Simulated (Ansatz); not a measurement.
The starting structures come from a database of crystals and need not be the phases stable at ambient conditions.

 Where the default PAW files enter, the runs use the earlier of Ansatz's two default sets.

Inside the gap of an insulator the Bloch states are evanescent, with a wavenumber k + iκ along the transport direction.

Consider the following.

```yaml
crystal:
  lattice:
    - [3.27831, 0.00000, 0.00000]
    - [0.00000, 5.43381, 0.00000]
    - [1.63915, 0.00000, 2.83910]
  atoms:
    - { symbol: Li, position: [0.66667, 0.61643, 0.66667] }
    - { symbol: Li, position: [0.33333, 0.38357, 0.33333] }
    - { symbol: Zr, position: [0.00000, 0.00000, 0.00000] }
    - { symbol: N, position: [0.66667, 0.22310, 0.66667] }
    - { symbol: N, position: [0.33333, 0.77690, 0.33333] }
```

Space group of this cell: P-3m1. The cell is taken as given.

Transport runs along the normal of the first two printed cell vectors, the (100) plane of the conventional cell.

The gap is the functional's own. No spin-orbit coupling. Mid-gap values are interpolated on the energy grid.

Task: State the band gap and the smallest decay constant κ at mid-gap according to r2SCAN (Ansatz, a quantum-chemistry and plane-wave program).

Result: Gap 2.11 eV on a 10×6×10 mesh; κ = 0.234 1/Å, at the zone centre.
